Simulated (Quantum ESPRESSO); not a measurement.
A self-consistent single point of Si₂W (P6_222, 9 atoms in the cell) with Quantum ESPRESSO.

Method of the run: PBEsol, GBRV 1.5 ultrasoft (PBESOL) pseudopotentials (plane waves; Quantum ESPRESSO).

```
Si2W
1.0
    4.61685     0.00000     0.00000
   -2.30843     3.99831     0.00000
    0.00000     0.00000     6.65322
Si W
6 3
Direct
  0.83637   0.67275   0.50000
  0.16362   0.83637   0.83333
  0.32725   0.16362   0.16667
  0.16362   0.32725   0.50000
  0.83637   0.16362   0.83333
  0.67275   0.83637   0.16667
  0.00000   0.50000   0.16667
  0.50000   0.00000   0.50000
  0.50000   0.50000   0.83333
```

Reference input (self-consistent single point, DFT, PBEsol, plane waves, GBRV 1.5 ultrasoft (PBESOL) pseudopotentials): ecutwfc = 40 Ry; ecutrho = 320 Ry; occupations = smearing; smearing = fermi-dirac; degauss = 0.0036749 Ry; potentials = {Si: si_pbesol_v1.uspp.F.UPF, W: w_pbesol_v1.2.uspp.F.UPF}; K_POINTS = automatic 6 6 3 0 0 0; conv_thr = 1e-10 Ry. This run's input differs from it in these lines:

```diff
@@ -21,3 +21,3 @@
 &ELECTRONS
-  conv_thr = 1e-10
+  conv_thr = 7.3e-05
 /
```

Log, with long lists cut:

```
     Self-consistent Calculation

     iteration #  1     ecut=    40.00 Ry     beta= 0.70

     Threshold (ethr) on eigenvalues was too large:
     Diagonalizing with lowered threshold

     negative rho (up, down):  1.890E-01 0.000E+00

     total energy              =    -534.71265794 Ry
     estimated scf accuracy    <       0.13221780 Ry

     iteration #  2     ecut=    40.00 Ry     beta= 0.70

     negative rho (up, down):  1.929E-01 0.000E+00

     total energy              =    -534.71965282 Ry
     estimated scf accuracy    <       0.02468782 Ry

     iteration #  3     ecut=    40.00 Ry     beta= 0.70

     negative rho (up, down):  1.935E-01 0.000E+00

     total energy              =    -534.72489916 Ry
     estimated scf accuracy    <       0.02516305 Ry

     iteration #  4     ecut=    40.00 Ry     beta= 0.70

     negative rho (up, down):  1.937E-01 0.000E+00
     End of self-consistent calculation

     the Fermi energy is    16.9096 ev

!    total energy              =    -534.72959944 Ry
     estimated scf accuracy    <       0.00005866 Ry
     smearing contrib. (-TS)   =      -0.00022329 Ry
     internal energy E=F+TS    =    -534.72937615 Ry

     convergence has been achieved in   4 iterations

     negative rho (up, down):  1.937E-01 0.000E+00

     Forces acting on atoms (cartesian axes, Ry/au):

     atom    1 type  1   force =     0.00000000   -0.00150772    0.00000000
     atom    2 type  1   force =     0.00130572   -0.00075386   -0.00000000
     atom    3 type  1   force =     0.00130572    0.00075386    0.00000000
     atom    4 type  1   force =     0.00000000    0.00150772   -0.00000000
     atom    5 type  1   force =    -0.00130572    0.00075386    0.00000000
   [... lines left out ...]
     Total force =     0.003693     Total SCF correction =     0.003395
   [... lines left out ...]

     negative rho (up, down):  1.937E-01 0.000E+00
          total   stress  (Ry/bohr**3)                   (kbar)     P=      -73.52
  -0.00049789  -0.00000000   0.00000000          -73.24       -0.00        0.00
  -0.00000000  -0.00049789   0.00000000           -0.00      -73.24        0.00
   0.00000000   0.00000000  -0.00050350            0.00        0.00      -74.07

   JOB DONE.
```

The run converged in 4 iterations. Against the reference run the free energy is nearly the same (within 1 meV/atom), the pressure goes from -7.00 to -7.35 GPa and the largest force hardly changes (0.040 to 0.039 eV/Å). The full log also holds: “SCF correction compared to forces is large: reduce conv_thr to get better values”.

The starting cell comes from a database of computed structures (which also holds hypothetical and non-ambient phases and stackings), without a prior relaxation at this level. Spin polarisation is off. With a pressure of about -7 GPa the cell is away from its equilibrium volume at this level.

Cost on one core of a shared machine: roughly 60 s.
